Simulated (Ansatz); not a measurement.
Ansatz (a program for electronic structure) run on CuO (P2, 4 atoms in the cell): self-consistent single point.

Level of theory: PBEsol, default PAW files made with PBE (plane waves; Ansatz).

The change in words: lattice scaled by 0.98; basis.ecutrho_ratio: default → 16. Reference geometry:
```yaml
crystal:
  lattice:
    - [1.99694, -2.16001, 0.00000]
    - [1.99694, 2.16001, 0.00000]
    - [0.00000, 0.00000, 5.17140]
  atoms:
    - { symbol: Cu, position: [0.00000, 0.50000, 0.00967] }
    - { symbol: Cu, position: [0.50000, 0.00000, 0.50000] }
    - { symbol: O, position: [0.50000, 0.50000, 0.25000] }
    - { symbol: O, position: [0.50000, 0.50000, 0.75000] }
```

Reference input (self-consistent single point, DFT, PBEsol, plane waves, default PAW files made with PBE): basis.ecutwfc = 420 eV; kpoints.mp_grid.grid = 8 8 5; hamiltonian.xc = pbesol; hamiltonian.pseudopotentials = {kind: paw} (the program's default PAW files); scf.occupations.method = fermi_dirac; scf.occupations.width = 0.1 eV. This run's input differs from it in these lines:

Ansatz 0.2 input:
```diff
@@ -3,5 +3,5 @@
   lattice:
-    - [1.996943, -2.160011, 0.000000]
-    - [1.996943, 2.160011, 0.000000]
-    - [0.000000, 0.000000, 5.171398]
+    - [1.957004, -2.116811, 0.000000]
+    - [1.957004, 2.116811, 0.000000]
+    - [0.000000, 0.000000, 5.067970]
   atoms:
@@ -13,2 +13,3 @@
   ecutwfc: 420.0
+  ecutrho_ratio: 16
 kpoints:
```

Output, abridged:

```
SCF iter   1: F=—  HF=-14296.591714 eV  |F-HF|=—  |Δ(HF+E_count)|=         —  Δρ=1.89e-2  dr2=9.98e-2  ethr=1.77e-3  ⟨swp⟩=5.2  Hψ=10747  notcnv=0
all-band conjugate gradients solve this SCF's bands
preconditioner: auto → LDOS
SCF iter   2: F=—  HF=-14296.625959 eV  |F-HF|=—  |Δ(HF+E_count)|=   3.42e-2  Δρ=2.92e-2  dr2=1.88e-1  ethr=2.00e-4  ⟨swp⟩=2.0  Hψ=6936  notcnv=0  recentre
   [... lines left out ...]
SCF iter   5: F=—  HF=-14296.560337 eV  |F-HF|=—  |Δ(HF+E_count)|=   1.34e-4  Δρ=4.23e-4  dr2=4.69e-5  ethr=1.52e-6  ⟨swp⟩=2.1  Hψ=4111  notcnv=0
SCF iter   6: F=—  HF=-14296.560326 eV  |F-HF|=—  |Δ(HF+E_count)|=   1.11e-5  Δρ=5.15e-5  dr2=7.27e-7  ethr=9.38e-8  ⟨swp⟩=2.0  Hψ=3922  notcnv=0
SCF iter   7: F=—  HF=-14296.560326 eV  |F-HF|=—  |Δ(HF+E_count)|=   4.10e-8  Δρ=3.78e-5  dr2=3.94e-7  ethr=2.00e-10  ⟨swp⟩=5.9  Hψ=13294  notcnv=0
SCF iter   8: F=-14296.560326 eV  HF=-14296.560326 eV  |F-HF|=5.45e-8  |Δ(HF+E_count)|=   1.96e-8  Δρ=1.36e-5  dr2=5.52e-8  ethr=2.00e-10  ⟨swp⟩=3.0  Hψ=10439  notcnv=0
SCF 1 converged in 8 iterations: F = -14296.560326 eV  dr2 = 5.52e-8
Free energy (F): -14296.560326 eV
Internal energy: -14296.486609 eV  (E = F + TS)
E sigma→0 (E₀):  -14296.523467 eV
Entropy (-TS):   -0.073716 eV (-18.429 meV/atom)
Fermi energy:    11.725315 eV
--- Forces (eV/Å), atoms counted from 1 ---
  atom   1  Cu     0.00000000     0.00000000    -0.83597979
  atom   2  Cu    -0.00000000     0.00000000     0.19212160
  atom   3  O     -0.00000000     0.00000000     0.35510916
  atom   4  O      0.00000000    -0.00000000     0.28877047
--- Stress (GPa, compression-positive) ---
        2.756262      -0.294396      -0.000000
       -0.294396       1.908364       0.000000
       -0.000000       0.000000       3.438168
  P = ⅓ Tr σ = 2.7009 GPa (27.009 kbar)
  The stress holds the Pulay correction. Without it, at fixed plane waves, as pw.x and ABINIT print it: P = 2.0000 GPa
```

The run converged in 8 iterations. Against the reference run the free energy falls by 10.2 meV/atom, the pressure goes from -7.11 to 2.70 GPa and the largest force goes from 0.691 to 0.836 eV/Å.

The starting cell comes from a database of computed structures (which also holds hypothetical and non-ambient phases and stackings), without a prior relaxation at this level. Its lattice was rescaled by up to half a per cent. One atom was moved a little off its site on purpose. For this run, on top of that: lattice scaled by 0.98. Spin polarisation is off, so a magnetic state, if there is one, cannot be reached. Ansatz's pressure includes its estimate of the finite-basis (Pulay) stress. Without the estimate this run gives 2.00 GPa. The run gives no clean gap (levels at the Fermi energy touch, overlap or are partly filled at this smearing), which alone does not show that the compound is a metal.
